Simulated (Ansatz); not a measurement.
**silicon (0 0 1) on diamond (0 0 1) (film strained to the substrate, started from cuts of the bulks and a machine-learned relaxation; metallic at this level, with no gap by band count; slabs C80 and Si24, which can lie off the formulas)**

A periodic stack without vacuum, silicon (0 0 1) on diamond (0 0 1) (film strained to the substrate, started from cuts of the bulks and a machine-learned relaxation; metallic at this level, with no gap by band count; slabs C80 and Si24, which can lie off the formulas): substrate slab C80, film Si24, surface cells [[-3, -1], [-1, -2]] and [[0, -1], [2, 1]], film strained by +3.2 and +3.2 %, outermost planes C/C and Si/Si as cut, which need not be the usual terminations and can put a slab off its formula.

The start was prepared with a machine-learned potential, and the result is one local minimum, with the in-plane cell held and forces under 0.04 eV/Å; the film can end far from its bulk form.

All values below come from PBE (plane waves to 420 eV, PAW; Ansatz, a quantum-chemistry and plane-wave program). No spin–orbit coupling; PBE gaps are too small against experiment. Its k-point mesh 4×4×1, Fermi–Dirac width 0.05 eV.

```
Item                                                                                                       Value
-------------------------------------------------------------------------------  -------------------------------
interface area                                                                                           31.9 Å²
period                                                                                                   31.31 Å
heights between the nearest atoms of the two slabs at the two interfaces                         1.85 and 1.44 Å
C–Si contacts across the interfaces within 1.22 times the sum of covalent radii                   5, mean 1.96 Å
spin-polarised check at this geometry                                            keeps a moment, energy -0.12 eV
```

```
C10Si3
1.0
    5.64711     0.00000    -0.01414
    0.00004     5.64711     0.01012
   -0.54992    -2.29741    31.30906
C Si
80 24
Direct
  0.79000   0.62412   0.05051
  0.40546   0.83756   0.05090
  0.59600   0.23076   0.05260
  0.19080   0.41451   0.05258
  0.00882   0.04151   0.05207
  0.58477   0.69860   0.02486
  0.22937   0.98470   0.02435
  0.36637   0.26289   0.02574
  0.94765   0.43029   0.03040
  0.83638   0.20488   0.03097
  0.90215   0.35227   0.11082
  0.49829   0.55472   0.10982
  0.70933   0.95011   0.10918
  0.30991   0.15032   0.11081
  0.10339   0.75159   0.10830
  0.68838   0.44338   0.08273
  0.29510   0.63912   0.07925
  0.51175   0.03794   0.08147
  0.10578   0.23871   0.08449
  0.90506   0.84034   0.07859
  0.81048   0.67484   0.16674
  0.41131   0.87400   0.16681
  0.61125   0.27434   0.16707
  0.21027   0.47496   0.16691
  0.01171   0.07344   0.16684
  0.60749   0.76373   0.13808
  0.20929   0.96098   0.13818
  0.40759   0.36361   0.13882
  0.00637   0.56446   0.13815
  0.80829   0.16180   0.13859
  0.91727   0.39695   0.22393
  0.51747   0.59679   0.22389
  0.71740   0.99696   0.22390
  0.31716   0.19710   0.22395
  0.11749   0.79688   0.22387
  0.71470   0.48553   0.19540
  0.31453   0.68549   0.19538
  0.51362   0.08578   0.19545
  0.11395   0.28558   0.19540
  0.91407   0.88564   0.19535
  0.82393   0.71954   0.28094
  0.42437   0.91936   0.28089
  0.62330   0.31970   0.28097
  0.22311   0.51971   0.28092
  0.02386   0.11954   0.28098
  0.62076   0.80805   0.25239
  0.22053   0.00820   0.25243
  0.42039   0.40841   0.25245
  0.02060   0.60828   0.25240
  0.82038   0.20830   0.25246
  0.93150   0.44037   0.33821
  0.53036   0.64127   0.33754
  0.72883   0.04433   0.33818
  0.33016   0.24175   0.33823
  0.12956   0.84340   0.33771
  0.72762   0.53018   0.30944
  0.32674   0.73081   0.30927
  0.52653   0.13123   0.30955
  0.12730   0.33038   0.30958
  0.92621   0.93172   0.30948
  0.83353   0.76631   0.39155
  0.42432   0.96904   0.39467
  0.64302   0.36461   0.39744
  0.24950   0.56043   0.39359
  0.03242   0.16502   0.39813
  0.62800   0.85522   0.36547
  0.22744   0.05583   0.36714
  0.43975   0.45018   0.36655
  0.03627   0.65218   0.36543
  0.83442   0.25343   0.36825
  0.98985   0.57588   0.44571
  0.57372   0.74973   0.44607
  0.69917   0.00347   0.45149
  0.34964   0.30194   0.45270
  0.10014   0.79802   0.44566
  0.74565   0.58723   0.42373
  0.33973   0.77273   0.42326
  0.53122   0.16918   0.42628
  0.14913   0.38262   0.42597
  0.92849   0.96185   0.42462
  0.04921   0.22289   0.54975
  0.54393   0.72003   0.54819
  0.38772   0.35469   0.51163
  0.70183   0.05971   0.51317
  0.55614   0.25594   0.63263
  0.05761   0.75671   0.63728
  0.81178   0.50227   0.59214
  0.29238   0.97689   0.59237
  0.06515   0.28927   0.72014
  0.56789   0.79024   0.71992
  0.31484   0.51933   0.67766
  0.80813   0.02685   0.67720
  0.57162   0.32395   0.80513
  0.08036   0.82224   0.80529
  0.82155   0.55801   0.76291
  0.32033   0.05467   0.76226
  0.06880   0.35903   0.89099
  0.59976   0.85854   0.88998
  0.32919   0.59119   0.84937
  0.83242   0.08962   0.84610
  0.46114   0.49071   0.97841
  0.17571   0.81247   0.96846
  0.82101   0.61739   0.93767
  0.33420   0.11385   0.92780
```
